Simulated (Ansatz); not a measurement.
```
Ti
1.0
    2.93639     0.00000     0.00000
   -1.46820     2.54299     0.00000
    0.00000     0.00000     4.73302
Ti
2
Direct
  0.66667   0.33333   0.75000
  0.33333   0.66667   0.25000
```

No spin polarisation.

Level of theory: Ansatz (a first-principles code) r2SCAN, spin-orbit coupling left out. Settings: 23×23×13 k-points, 0.1 eV Fermi–Dirac smearing.

Question: Predict the pressure, band gap and space group.

Answer: The pressure (mean of the normal stresses, compression positive) is -2.2 GPa, the band gap is zero and the space group comes out as P6_3/mmc (No. 194).

The cells carry an imposed strain or load. No phonon test of stability was made. The final runs are not spin-polarised. The cell was made from Ti in the hcp (Mg type) structure (space group P6_3/mmc, No. 194) by this change: uniaxial strain ε_zz = +2.00 %.
